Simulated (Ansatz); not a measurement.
Data:

```
CELL_PARAMETERS angstrom
      1.41060    -1.95386     0.00000
      1.41060     1.95386     0.00000
      0.00000     0.00000     7.90393
ATOMIC_POSITIONS crystal
  Fe 0.00000 0.00000 0.75080
  Cr 0.50000 0.50000 0.00000
  Fe 0.00000 0.00000 0.24920
  Fe 0.50000 0.50000 0.50000
```

Spin-polarised, with starting moments of sign Fe+ Cr− Fe+ Fe+.

All numbers come from Ansatz (a quantum-chemistry and plane-wave program), PBEsol, PAW, cutoff 420 eV, no SOC, earlier PAW set. Γ-centred 20×20×6 mesh, Fermi–Dirac width 0.05 eV.

**Question.** What is the computed band gap?

**Answer.** Zero.

**Question.** What is the computed largest site moment?

**Answer.** 2.27 μB.

The magnetic state is the one reached from the starting moments; the real material's order can differ, and small cells can't hold many antiferromagnetic ones. These are small ordered cells, not random alloys; other orderings at the same x differ. Stability against distortions was not tested. Seeded moments were not kept for x(Fe) = 0.75, 4 atoms, Cmmm. The cell was made from Cr by this change: x(Fe) = 0.75, 4 atoms, Cmmm.
